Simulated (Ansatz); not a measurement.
We consider fluorite PbF₂ (high-temperature phase), described by PBEsol (plane waves, PAW; Ansatz, a quantum-chemistry and plane-wave program).

Settings: plane-wave cutoff 520 eV, 10×10×10 k mesh, Fermi–Dirac smearing 0.01 eV, scalar-relativistic PAW data made under PBE.

The cell has the measured lattice: a = b = c = 5.9306 Å, α = β = γ = 90.00°.

Question: Give the computed band gap, smallest direct gap on the k points sampled and direct gap at Γ.

Answer: 
band gap: 4.31 eV
smallest direct gap on the k points sampled: 4.46 eV
direct gap at Γ: 8.65 eV

Note: cell and atoms aren't relaxed at this level (pressure -1.2 GPa).

Spin–orbit coupling is not included; with these elements it can move the gap by several tenths of an eV or more.

Static lattice: no zero-point or thermal effects.
